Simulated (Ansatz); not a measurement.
## TaGe (model structure, started from the TiAs type, P6₃/mmc, No. 194, 8 atoms in the cell)

Method: PBE (Ansatz, a program for electronic structure, PAW).

Run with plane-wave cutoff 500 eV, 12×12×4 k mesh (along the axes of the cell as run), Fermi–Dirac smearing 0.05 eV, scalar-relativistic PAW data made under PBE.

Cell (relaxed at this level):

```cif
data_Ge4Ta4
_chemical_formula_sum 'Ta4 Ge4'
_space_group_name_H-M_alt 'P 1'
_space_group_IT_number 1
_cell_length_a 3.70549
_cell_length_b 3.70549
_cell_length_c 12.26834
_cell_angle_alpha 90.000
_cell_angle_beta 90.000
_cell_angle_gamma 120.000
loop_
_space_group_symop_operation_xyz
  'x, y, z'
loop_
_atom_site_label
_atom_site_type_symbol
_atom_site_fract_x
_atom_site_fract_y
_atom_site_fract_z
_atom_site_occupancy
Ta1 Ta 0.33333 0.66667 0.11651 1
Ta2 Ta 0.66667 0.33333 0.61651 1
Ta3 Ta 0.66667 0.33333 0.88349 1
Ta4 Ta 0.33333 0.66667 0.38349 1
Ge1 Ge 0.00000 0.00000 0.00000 1
Ge2 Ge 0.00000 0.00000 0.50000 1
Ge3 Ge 0.33333 0.66667 0.75000 1
Ge4 Ge 0.66667 0.33333 0.25000 1
```

```json
{
  "band_gap": "none"
}
```

Note: the relaxation could raise the start's symmetry but not lower it, so the cell can be a saddle point.

Spin–orbit coupling is not included.

Static lattice: no zero-point or thermal effects.

Computing time: around 4 core-minutes (rough).

A model structure was made by putting elements into a prototype or built by hand; it is no filed structure, need not be a known phase, and can be a saddle point held by its symmetry.
